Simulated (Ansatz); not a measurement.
We consider CoSn (P6/mmm, No. 191, 6 atoms in the cell; start mp-20536), described by PBEsol (Ansatz, a quantum-chemistry and plane-wave program, plane waves, PAW).

Numerical settings: plane-wave cutoff 520 eV, 12×12×14 k mesh (along the axes of the cell as run), Fermi–Dirac smearing 0.05 eV, no spin polarisation, scalar-relativistic PAW data made under PBE.

Cell (relaxed at this level):

Space group P6/mmm (No. 191); a = 5.218 Å, b = 5.218 Å, c = 4.171 Å, α = 90.00°, β = 90.00°, γ = 120.00°

```tsv
atom	site	symmetry	x	y	z
Co	3f	mmm	0.0000	0.5000	0.0000
Sn	2d	-6m2	0.3333	0.6667	0.5000
Sn	1a	6/mmm	0.0000	0.0000	0.0000
```

Task: Estimate the bulk modulus that the calculation returns.

Result: 
* **bulk modulus**: 146 GPa

The run finds no gap.

Note: the bulk modulus is −V dP/dV from two relaxed cells at ±2 % in volume; the relaxation could not lower the start's symmetry, so the cell can be a saddle point above a distorted one.

Spin–orbit coupling is not included.

Static lattice: no zero-point or thermal effects.

A start named mp-… is a Materials Project structure, which need not be a measured phase.
